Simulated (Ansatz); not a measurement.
# A computed series for Al2O3: pressure series

Take Al2O3 in the corundum structure (space group R-3c, No. 167; a = 4.774 Å, c = 13.015 Å (hexagonal axes)) as the base.

Cell and atoms are relaxed at each pressure.

All numbers come from Ansatz (a quantum-chemistry and plane-wave program) PBEsol, without spin-orbit coupling.

| variant | band gap | density | shortest interatomic distance |
|---|---|---|---|
| base | 6.03 eV | 3.96 g/cm³ | 1.861 Å |
| pressure −2 GPa | 5.93 eV | 3.92 g/cm³ | 1.867 Å |
| pressure −1 GPa | 5.98 eV | 3.94 g/cm³ | 1.864 Å |
| pressure 0.9 GPa | 6.07 eV | 3.97 g/cm³ | 1.859 Å |
| pressure 2.1 GPa | 6.13 eV | 3.99 g/cm³ | 1.856 Å |
| pressure 4.5 GPa | 6.24 eV | [?] | 1.850 Å |
| pressure 9 GPa | 6.45 eV | [?] | 1.840 Å |
| pressure 15 GPa | 6.70 eV | 4.18 g/cm³ | [?] |
| pressure 22.5 GPa | 7.00 eV | 4.28 g/cm³ | 1.812 Å |
| pressure 30 GPa | 7.28 eV | 4.38 g/cm³ | 1.799 Å |

**Question.** Some entries are withheld; estimate them.

**Answer.** 
- pressure 4.5 GPa, density: 4.03 g/cm³
- pressure 9 GPa, density: 4.09 g/cm³
- pressure 15 GPa, shortest interatomic distance: 1.827 Å

Load acts through the strain it causes; cell and atoms are relaxed under it. Stability against distortions was not tested. No other phases were tried under pressure.
